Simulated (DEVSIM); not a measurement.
Structure: Schottky contact on n-type GaP, at 300 K.

Layer 1 from the left is GaP, thickness (μm) 2.10, Nd (cm⁻³) 1.8e16, τn (s) 1.5e-6, τp (s) 1.5e-6.

Left contact: Schottky, work function 4.66 eV, emission velocity 5.4e6 cm/s. Right contact: ohmic. Voltage is applied to the left contact. Recombination: SRH at mid-gap. Mobility is constant in doping.

Constants are typed, rounded textbook-type inputs, not results; the design itself was drawn at random and stands for no fabricated device. Values at 300 K.

GaP: gap (eV) 2.26, affinity (eV) 3.8, permittivity 11.1, Nc (cm⁻³) 1.8e19, Nv (cm⁻³) 1.9e19, μn (cm²/Vs) 250, μp (cm²/Vs) 150.

Model (solved in DEVSIM): 1D drift-diffusion, Boltzmann statistics, complete ionisation; no tunnelling, impact ionisation, image-force lowering or self-heating. Metal contacts follow the ideal Schottky-Mott rule: no Fermi-level pinning, no interface dipoles.

Dark forward current:

```
|V| (V)  |J| (A/cm²)
-------  -----------
0.05        2.400e-7
0.10        1.877e-6
0.15        1.303e-5
0.20        8.894e-5
0.25       0.0006038
0.30        0.004082
0.35         0.02744
0.40          0.1828
0.45           1.191
0.50           7.197
0.55           33.84
0.60           101.0
0.65           204.4
0.70           329.6
0.75           467.4
0.80           612.9
0.85           763.6
0.90           918.0
0.95            1075
1.00            1234
1.05            1395
1.10            1557
1.15            1720
1.20            1884
1.25            2049
```

### Question
Work out the local ideality factor n = ΔV / (kT/q · ln(J2/J1)) between the rows 0.15 and 0.20 V, 1.20 and 1.25 V.

### Answer
kT/q = 25.85 mV. From 0.15 to 0.20 V: ln(8.894e-5/1.303e-5) = 1.921, n = 1.01, near the 1 of diffusion or emission over a barrier. From 1.20 to 1.25 V: ln(2049/1884) = 0.084, n = 23.04; the layers' resistance at their doping, Σ W/(qμN) = 0.00029 Ω cm², would take 48 mV of this step of 50 mV.

### Question
Estimate the current at 0.30 V for emission alone, J0 = q v N_band exp(−φB/kT), and read the barrier back from the simulated current.

### Answer
φB = 0.860 eV, N_band = 1.80e19 cm⁻³, J0 = 5.54e-8 A/cm²; J = J0 (exp(qV/kT) − 1) = 0.00608 A/cm². The simulation gives 0.00408 A/cm²; the estimate lies 49 % above. Read backwards, the simulated current gives an apparent barrier of 0.870 eV. The estimate leaves out transport through the depletion region and minority injection.
